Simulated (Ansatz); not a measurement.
Crystal: LiCl (Fm-3m, rock salt, 2 atoms a cell, 16.4 Å³ an atom); both levels run on this one cell.

Complex bands along the normal of (111) by Ansatz (plane waves, PAW, no spin-orbit coupling). r2SCAN gives a gap of 7.40 eV and a slowest mid-gap decay of 0.432 1/Å.

Task: What does PBE give on the same cell, and what does that do to the current through 2 nm?

Result: Gap 6.48 eV, κ = 0.407 1/Å. The mid-gap transmission through 2 nm changes by exp(2 × 20 × (0.432 − 0.407)) = a factor of 2.7 against r2SCAN.

Ansatz is a first-principles code.
